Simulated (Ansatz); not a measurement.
The starting structures come from a database of crystals and need not be the phases stable at ambient conditions.

Inside the gap of an insulator the Bloch states are evanescent, with a wavenumber k + iκ along the transport direction.

Data:

```
CELL_PARAMETERS angstrom
      5.07429     0.00000     0.00000
      0.00000    16.81826     0.00000
      2.53714     5.60609     1.46482
ATOMIC_POSITIONS crystal
  Ba 0.00000 0.00000 0.00000
  Ti 0.00000 0.50000 0.00000
  B  0.00000 0.76724 0.00000
  B  0.00000 0.23276 0.00000
  O  0.58638 0.65936 0.31443
  O  0.41362 0.34064 0.68557
  O  0.51281 0.07298 0.07357
  O  0.48719 0.92702 0.92643
  O  0.90081 0.56017 0.61200
  O  0.09919 0.43983 0.38800
```

Space group of this cell: R-3. The cell is taken as given; by r2SCAN its mean pressure is -4.7 GPa.

Transport runs along the normal of the first two printed cell vectors, the (100) plane of the conventional cell.

The gap is the functional's own, uncorrected, and κ follows it; spin-orbit coupling is left out. Mid-gap values are interpolated between the computed energies.

Question: Compute, with r2SCAN (Ansatz, a quantum-chemistry and plane-wave program), the band gap and the smallest decay constant κ at mid-gap.

Answer: Gap 2.83 eV on a 20×20×20 mesh; κ = 0.394 1/Å, at the zone centre.
